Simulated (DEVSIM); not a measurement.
System: abrupt Si n-p junction, at 300 K.

Layer 1 from the left is Si, thickness (μm) 15.0, Nd (cm⁻³) 1.4e18, τn (s) 1.1e-6, τp (s) 1.1e-6. Layer 2 from the left is Si, thickness (μm) 48.0, Na (cm⁻³) 4.4e16, τn (s) 1.1e-6, τp (s) 1.1e-6.

Left contact: ohmic. Right contact: ohmic. Voltage is applied to the left contact. Recombination: SRH at mid-gap, Auger. Mobility is μmin + (μ − μmin)/(1 + (N/Nref)^α).

The device is made up for the run: typed textbook-type constants, with dimensions and the other settings drawn at random. Values at 300 K.

Si: gap (eV) 1.124, affinity (eV) 4.05, permittivity 11.7, Nc (cm⁻³) 2.86e19, Nv (cm⁻³) 3.1e19, μn (cm²/Vs) 1417, μp (cm²/Vs) 470, μn,min 52, μp,min 45, Nref,n 9.7e16, Nref,p 2.2e17, αn 0.68, αp 0.72, Cn (cm⁶/s) 2.8e-31, Cp (cm⁶/s) 9.9e-32.

Model (solved in DEVSIM): 1D drift-diffusion, Boltzmann statistics, complete ionisation; no tunnelling, impact ionisation, image-force lowering or self-heating.

Problem. What does the simulation give for the potential step across the device at zero bias, the largest field in the device at zero bias, the dark forward voltage at 100 A/cm², the dark forward voltage at 1 A/cm²?

Solution. potential step across the device at zero bias 0.876 V; largest field in the device at zero bias 110000 V/cm; dark forward voltage at 100 A/cm² 0.842 V; dark forward voltage at 1 A/cm² 0.689 V.
